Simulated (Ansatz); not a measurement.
Base system: CdS in the zinc blende structure (space group F-43m, No. 216; a = 5.9266 Å).

Method: DFT with PBE, PAW potentials and a 420 eV plane-wave cutoff in Ansatz (a first-principles code), without spin-orbit coupling.

For the base:

```
Quantity               Result
-------------  --------------
Pressure             0.00 GPa
Electron mass  0.12 mₑ (at Γ)
Band gap              1.04 eV
```

Modification: the cell is scaled by 1.0469 in all directions, atoms relaxed at fixed cell.

Task: How does this affect the pressure?

Result: The pressure goes from zero to -5.35 GPa.

Task: Estimate the effect on the electron mass.

Result: The electron mass goes from 0.12 mₑ (at Γ) to 0.094 mₑ (at Γ).

Task: Estimate the effect on the band gap.

Result: The band gap shrinks by 0.31 eV to 0.73 eV.

The cells carry an imposed strain or load. Masses are band curvatures over ±0.01 Å⁻¹ around the edge. No phonon test of stability was made.
